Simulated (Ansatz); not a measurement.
N on the 1x1 (110) surface of bcc W, one in a 2x1 cell, energies for each (14.3 Å²). Energies are against ½ N2(g), without zero-point or thermal terms; each row is named by its start.

Calculation: PBE (plane waves to 420 eV, PAW; Ansatz, a first-principles code).

Model: 9-atom slab, 6.6 Å thick at the start under the adsorbate (thin: gaps and levels are the slab's own), 6x12x1 mesh, Fermi-Dirac 0.1 eV, dipole correction, 4 atoms held, the rest relaxed; each run with such symmetry as its start has; spin where the adsorbate may keep a moment, no spin-orbit, no U, no dispersion correction.

A negative adsorption energy means that the adsorbate is more stable on the surface than in its reference. Heights count from the host atoms within 0.3 Å of the top one.

```csv
starting site,E_ads (eV),height (Å),nearest host atom (Å),bonded to,Δ work function (eV),lateral drift (Å),moment (μB)
top W,1.02,1.87,W 1.74,W,2.40,0.0,0.0
hollow W-W-W,-1.62,1.08,W 1.95,3 W,0.76,0.1,–
bridge W-W (span 2.8 Å),-0.58,1.40,W 1.87,2 W,0.73,0.0,–
bridge W-W (span 3.2 Å),-1.31,0.84,W 2.04,4 W,0.31,0.0,–
```
